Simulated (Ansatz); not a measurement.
SiC, pressure series

Consider SiC in the wurtzite structure (space group P6_3mc, No. 186; a = 3.056 Å, c = 5.016 Å).

Cell and atoms are relaxed at each pressure.

Calculations: Ansatz (a quantum-chemistry and plane-wave program) LDA, no spin-orbit coupling.

Two rows of this table had their results exchanged by mistake.

```csv
pressure,volume per atom (Å³),shortest distance (Å),band gap
pressure −2 GPa,10.23,1.877,2.15 eV
pressure −1 GPa,10.19,1.874,2.14 eV
pressure 0.9 GPa,10.11,1.869,2.12 eV
pressure 2.1 GPa,10.05,1.866,2.12 eV
pressure 4.5 GPa,9.12,1.807,1.94 eV
pressure 9 GPa,9.78,1.849,2.07 eV
pressure 15 GPa,9.57,1.836,2.03 eV
pressure 30 GPa,9.96,1.860,2.10 eV
```

Which two?

The rows for pressure 4.5 GPa and pressure 30 GPa: the volume has to fall steadily with pressure, so 9.96 Å³ belongs to pressure 4.5 GPa and 9.12 Å³ to pressure 30 GPa.

Load acts through the strain it causes; cell and atoms are relaxed under it. Stability against distortions was not tested. No other phases were tried under pressure.
